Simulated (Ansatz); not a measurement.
Take Pt in the fcc (Cu type) structure (space group Fm-3m, No. 225; a = 3.972 Å; relaxed with 0.1 eV smearing) as the base.

The values are results of PBE (Ansatz, a first-principles code, PAW, spin-orbit coupling left out), earlier PAW set, not measurements.

Base values:

* **Pressure**: 0.0 GPa

Now apply this change: the cell is scaled by 1.0220 in all directions; the atoms relax in the strained cell.

Task: What does the calculation give for the pressure after the change?

Result: The pressure goes from zero to -13.4 GPa.

Task: What does the calculation give for the energy relative to the base after the change?

Result: The energy rises by 48 meV/atom.

Stability against distortions was not tested. The final runs are not spin-polarised. Pt lies near a magnetic instability that expansion can trigger; it was not tested.
